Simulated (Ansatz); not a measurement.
A computed series for AlP: pressure series

The reference is AlP in the zinc blende structure (space group F-43m, No. 216; a = 5.5073 Å).

Cell and atoms are relaxed at each pressure.

All numbers come from plane-wave PAW DFT at the PBE level (Ansatz, a quantum-chemistry and plane-wave program, 420 eV), no spin-orbit coupling, earlier PAW set.

```
pressure (GPa)  band gap (eV)
--------------  -------------
-2                       1.68
-1                       1.65
0                        1.63
0.9                      1.61
2.1                      1.59
4.5                         ?
9                        1.45
15                       1.34
```

Problem. Fit E_g = E₀ + αP + βP² to the rows shown and predict the withheld row.

Solution. Least squares on the printed values gives E₀ = 1.63 eV, α = -21.6 meV/GPa, β = 0.14 meV/GPa² (largest residual 0.00 eV); this predicts 1.54 eV, and the run gives 1.53 eV, in agreement.

Load acts through the strain it causes; cell and atoms are relaxed under it. Whether these cells are dynamically stable was not tested. Measured, AlP leaves this structure (for the NiAs type) near 14.2 GPa (temperature not stated; as listed in Datta, Sujoy, Jana, Debnarayan, arXiv (2020)), on rising pressure, with hysteresis.
